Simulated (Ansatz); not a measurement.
Cost against accuracy: kpoints.mp_grid.grid for CdO₂ (P-3m1, 3 atoms in the cell)

```yaml
crystal:
  lattice:
    - [3.47623, 0.00000, 0.00000]
    - [-1.73812, 3.01050, 0.00000]
    - [0.00000, 0.00000, 4.14808]
  atoms:
    - { symbol: Cd, position: [0.00000, 0.00000, 0.00000] }
    - { symbol: O, position: [0.66667, 0.33333, 0.75578] }
    - { symbol: O, position: [0.33333, 0.66667, 0.24422] }
```

Method: LDA (PW92), default PAW files made with PBE (plane waves; Ansatz, a quantum-chemistry and plane-wave program).

Base settings: kpoints.mp_grid.grid = 14 14 11; hamiltonian.xc = lda; hamiltonian.pseudopotentials = {kind: paw} (the program's default PAW files); scf.occupations.method = gaussian; scf.occupations.width = 0.0073 Ry.

Misses are taken against the tightest run, 27 27 19, which need not be fully converged itself. The energy is the free energy per atom.

The count of work is k-points × plane waves × bands × iterations; it is no time, and leaves out set-up, grids and terms that scale otherwise. 

The starting cell comes from a database of computed structures (which also holds hypothetical and non-ambient phases and stackings), without a prior relaxation at this level. In the base run, with a pressure of about -15 GPa the cell is away from its equilibrium volume at this level. Ansatz's pressure includes its estimate of the finite-basis (Pulay) stress. The run gives no clean gap (levels at the Fermi energy touch, overlap or are partly filled at this smearing), which alone does not show that the compound is a metal.

| kpoints.mp_grid.grid | energy less reference (meV/atom) | pressure less reference (GPa) | largest difference in the force on any atom (eV/Å) | count of work / reference |
|---|---|---|---|---|
| 1 1 1 | 2007.39 | 20.71 | 0.999 | 0.0029 |
| 2 2 2 | 72.51 | -0.01 | 0.055 | 0.0038 |
| 3 3 2 | -6.15 | -0.16 | 0.004 | 0.0052 |
| 3 3 3 | 4.60 | -0.08 | 0.041 | 0.0061 |
| 4 4 3 | 0.62 | -0.13 | 0.039 | 0.0069 |
| 5 5 4 | -5.62 | -0.13 | 0.058 | 0.013 |
| 6 6 5 | 0.65 | 0.01 | 0.018 | 0.021 |
| 7 7 6 | -0.10 | 0.02 | 0.025 | 0.031 |
| 9 9 7 | -0.28 | 0.00 | 0.007 | 0.053 |
| 10 10 8 | -0.18 | -0.01 | 0.003 | 0.072 |
| 12 12 9 | -0.05 | 0.00 | 0.000 | 0.11 |
| 14 14 11 | 0.02 | 0.00 | 0.000 | 0.17 |
| 17 17 13 | -0.02 | 0.00 | 0.000 | 0.29 |
| 21 21 16 | 0.01 | 0.00 | 0.000 | 0.53 |
| 27 27 19 | 0.00 | 0.00 | 0.000 | 1.0 |

Coarsest setting among those run that, with all tighter ones, holds the energy within 20 meV/atom of the reference: 3 3 2, off by 6.1 meV/atom; it needs 0.0052 of the reference's count of work.

Coarsest setting among those run that, with all tighter ones, holds the energy within 1 meV/atom of the reference: 6 6 5, off by 0.65 meV/atom; it needs 0.021 of the reference's count of work. The coarser 4 4 3 also lies inside, but a setting between leaves the range again, so that is luck.

The step from 1 1 1 to 4 4 3: it takes the miss in the energy from 2000 to 0.62 meV/atom, for 2.4 times the count of work.

Keys are those of Ansatz 0.2.
